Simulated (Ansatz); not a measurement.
## A computed series for ZnS: response to strain

Base system: ZnS in the wurtzite structure (space group P6_3mc, No. 186).

```yaml
crystal:
  lattice:
    - [3.73826, 0.00000, 0.00000]
    - [-1.86913, 3.23743, 0.00000]
    - [0.00000, 0.00000, 6.14288]
  atoms:
    - { symbol: Zn, position: [0.33333, 0.66667, 0.00059] }
    - { symbol: Zn, position: [0.66667, 0.33333, 0.50059] }
    - { symbol: S, position: [0.33333, 0.66667, 0.37441] }
    - { symbol: S, position: [0.66667, 0.33333, 0.87441] }
```

Cartesian axes are those of the cell as printed.

Strains are applied to the cell and any free atomic positions relax; under biaxial strain the out-of-plane vector relaxes too.

Method: Ansatz (an electronic-structure program), LDA, PAW, cutoff 420 eV, no spin-orbit coupling.

| biaxial strain, plane normal [001], relaxed out of plane (%) | out-of-plane strain (%) |
|---|---|
| -3 | 1.94 |
| -2.4 | 1.54 |
| -1.8 | 1.14 |
| -1.2 | ? |
| -0.6 | 0.38 |
| 0 | 0.00 |

Question: Fit ε⊥ = −νε + γε² (strains in %) to the rows shown and predict the withheld row.

Answer: Least squares on the printed values gives ν = 0.62 (the biaxial Poisson response) and γ = 0.009 (largest residual 0.01 %); this predicts 0.76 %, and the run gives 0.76 %, in agreement.

Whether these cells are dynamically stable was not tested.
